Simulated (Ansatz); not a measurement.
**GaP, alloy series**

Consider GaP in the zinc blende structure (space group F-43m, No. 216; a = 5.5060 Å).

The other end (x = 1) is GaAs in the zinc blende structure (space group F-43m, No. 216): 23.71 Å³/atom, gap 0.16 eV.

As replaces a fraction x of P; each row is one arrangement (x, atoms in the cell, starting space group or random), fully relaxed.

All numbers come from Ansatz (a quantum-chemistry and plane-wave program), PBE, PAW, cutoff 420 eV, without spin-orbit coupling.

Candidates:
(a) x(As) = 0.333, 6 atoms, P3m1
(b) x(As) = 0.333, 6 atoms, I-4m2
(c) x(As) = 0.75, 8 atoms, P-43m

Base values:

The band gap is 1.58 eV.

### Question
Order them by band gap, lowest first.

### Answer
(c) x(As) = 0.75, 8 atoms, P-43m (0.49 eV), (a) x(As) = 0.333, 6 atoms, P3m1 (0.94 eV), (b) x(As) = 0.333, 6 atoms, I-4m2 (1.04 eV)

Each cell is one ordered arrangement of few atoms, which overstates ordering effects compared with a random alloy. Whether these cells are dynamically stable was not tested. A zero or small gap of GaAs can be the functional's error rather than a property of the material.
